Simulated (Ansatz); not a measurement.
Base system: C in the diamond structure (space group Fd-3m, No. 227; a = 3.554 Å).

The values are results of PBEsol in Ansatz (plane waves to 420 eV, PAW, no spin-orbit coupling), not measurements.

Base values:

```
Item              Result
---------------  -------
Volume per atom  5.61 Å³
```

Modification: a hydrostatic pressure of 22.5 GPa.

Task: What does the calculation give for the mean gap deformation potential ΔEg/Δln V after the change?

Result: The mean gap deformation potential ΔEg/Δln V amounts to -2.2 eV.

Task: What happens to the volume per atom?

Result: The volume per atom falls by 0.25 Å³, from 5.61 Å³ to 5.36 Å³.

Load acts through the strain it causes; cell and atoms are relaxed under it. Whether these cells are dynamically stable was not tested. No other phases were tried under pressure.

Ansatz is a first-principles code.
